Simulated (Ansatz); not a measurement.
Base system: ZnSe in the zinc blende structure (space group F-43m, No. 216).

```xyz
2
Lattice="0.0000 2.7838 2.7838 2.7838 0.0000 2.7838 2.7838 2.7838 0.0000" Properties=species:S:1:pos:R:3 pbc="T T T"
Zn     0.0000     0.0000     0.0000
Se     1.3919     1.3919     1.3919
```

Cartesian axes are those of the cell as printed.

All numbers come from Ansatz (a quantum-chemistry and plane-wave program) LDA, scalar-relativistic without spin-orbit coupling.

Strains are applied to the cell and any free atomic positions relax.

One change was made to it. Results:

```json
[
 {"quantity": "band gap", "base": "1.25 eV", "after": "1.10 eV"},
 {"quantity": "energy relative to the base (free energy F)", "base": "0 meV/atom", "after": "+4.6 meV/atom"}
]
```

Problem. What was done to the base?
(A) tensor shear ε_xy = +0.29 %
(B) tensor shear ε_xy = +0.57 %
(C) tensor shear ε_xy = +2.00 %
(D) tensor shear ε_xy = +1.43 %

Solution. C, tensor shear ε_xy = +2.00 %. For comparison, the band gap in the other runs: tensor shear ε_xy = +1.43 % gives 1.15 eV; tensor shear ε_xy = +0.57 % gives 1.21 eV; tensor shear ε_xy = +0.29 % gives 1.23 eV.

Whether these cells are dynamically stable was not tested.
